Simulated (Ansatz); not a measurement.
Start from NaCl in the rock salt structure (space group Fm-3m, No. 225; a = 5.6020 Å).

Level of theory: PBEsol in Ansatz (plane waves to 420 eV, PAW, no SOC).

Carriers are added at fixed cell with a uniform background; the Fermi–Dirac width is that of 300 K.

One change was made to it. Results:

The Fermi level relative to the doped band's edge (positive inside the band; to 0.05 eV) is +0.05 eV; the gap between the host's bands increases by 0.07 eV, from 5.01 eV to 5.08 eV; the gap character stays direct at Γ.

Problem. Which change produced these results?
A. holes 1.0×10^21 cm⁻³
B. electrons 3.0×10^21 cm⁻³
C. holes 3.0×10^21 cm⁻³
D. electrons 1.0×10^21 cm⁻³

Solution. A, holes 1.0×10^21 cm⁻³. For comparison, the gap between the host's bands in the other runs: holes 3.0×10^21 cm⁻³ gives 5.23 eV; electrons 3.0×10^21 cm⁻³ gives 4.87 eV; electrons 1.0×10^21 cm⁻³ gives 4.96 eV.

Charged cell with a jellium background: band edges are those of the host's band count, energies are not comparable with the neutral cell, and many-body gap narrowing is missing. No phonon test of stability was made.

Ansatz is a first-principles code.
